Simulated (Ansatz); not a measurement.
The starting structures come from a database of crystals and need not be the phases stable at ambient conditions.

Inside the gap of an insulator the Bloch states are evanescent, with a wavenumber k + iκ along the transport direction.

Input:

```
In5KS8
1.0
    3.87842     0.00000     0.00000
    0.00000     9.30258     0.00000
    1.93921    -2.18206     9.29691
K In S
1 5 8
Direct
  0.50000   0.50000   0.00000
  0.71269   0.66218   0.57462
  0.28731   0.33782   0.42538
  0.64500   0.09156   0.71000
  0.35500   0.90844   0.29000
  0.00000   0.00000   0.00000
  0.83541   0.47569   0.32918
  0.16459   0.52431   0.67082
  0.93115   0.78380   0.13770
  0.06885   0.21620   0.86230
  0.58550   0.87578   0.82900
  0.41450   0.12422   0.17100
  0.76198   0.15413   0.47604
  0.23802   0.84587   0.52396
```

Space group of this cell: C2/m. The cell is taken as given.

Transport runs along the normal of the first two printed cell vectors.

The gap is the functional's own, uncorrected, and κ follows it; spin-orbit coupling is left out. Mid-gap values are interpolated between the computed energies.

Task: Predict the band gap and the smallest decay constant κ at mid-gap from r2SCAN run with Ansatz (a quantum-chemistry and plane-wave program).

Result: Gap 1.91 eV on a 8×4×8 mesh; κ = 0.169 1/Å, at the zone centre.
